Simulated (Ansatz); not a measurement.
Take W (space group Pm-3n, No. 223; a = 5.033 Å) as the base.

Now apply this change: cell and atoms relaxed at a pressure of 0.7 GPa.

Levels (all Ansatz, a quantum-chemistry and plane-wave program, PAW): PBEsol (420 eV, no spin-orbit coupling); PBEsol+SOC (420 eV, noncollinear with spin-orbit coupling).

The geometry is relaxed with PBEsol.

| Item | Value |
|---|---|
| PBEsol pressure | 0.7 GPa |

Predict the pressure from PBEsol+SOC.

The pressure goes up by 0.4 GPa (0.7 GPa → 1.1 GPa).

Single points use the geometry relaxed with PBEsol. The spin-orbit shifts are approximate. Load acts through the strain it causes; cell and atoms are relaxed under it. No phonon test of stability was made. The runs without spin-orbit coupling are not spin-polarised. This is not the structure that W has at room temperature and ambient pressure.
